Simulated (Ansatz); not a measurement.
System: NH4Br (P-43m, No. 215, 6 atoms in the cell; start mp-36248). Method: r²SCAN in Ansatz (plane waves, PAW).

Numerical settings: plane-wave cutoff 500 eV, 10×10×10 k mesh, Fermi–Dirac smearing 0.05 eV, scalar-relativistic PAW data made under PBE.

Cell (relaxed at this level):

```cif
data_H4BrN
_chemical_formula_sum 'H4 Br1 N1'
_space_group_name_H-M_alt 'P 1'
_space_group_IT_number 1
_cell_length_a 4.02435
_cell_length_b 4.02435
_cell_length_c 4.02435
_cell_angle_alpha 90.000
_cell_angle_beta 90.000
_cell_angle_gamma 90.000
loop_
_space_group_symop_operation_xyz
  'x, y, z'
loop_
_atom_site_label
_atom_site_type_symbol
_atom_site_fract_x
_atom_site_fract_y
_atom_site_fract_z
_atom_site_occupancy
H1 H 0.14796 0.14796 0.85204 1
H2 H 0.14796 0.85204 0.14796 1
H3 H 0.85204 0.85204 0.85204 1
H4 H 0.85204 0.14796 0.14796 1
Br1 Br 0.50000 0.50000 0.50000 1
N1 N 0.00000 0.00000 0.00000 1
```

**Question.** What does this level give for the band gap?

**Answer.** 
- band gap = 4.74 eV (on the SCF k mesh)

Note: the relaxation could not lower the start's symmetry, so the cell can be a saddle point above a distorted one.

Spin–orbit coupling is not included.

Static lattice: no zero-point or thermal effects.

It cost about 40 core-seconds (a rough figure) of CPU time.

A start named mp-… is a Materials Project structure, which need not be a measured phase.

Ansatz is a first-principles code.
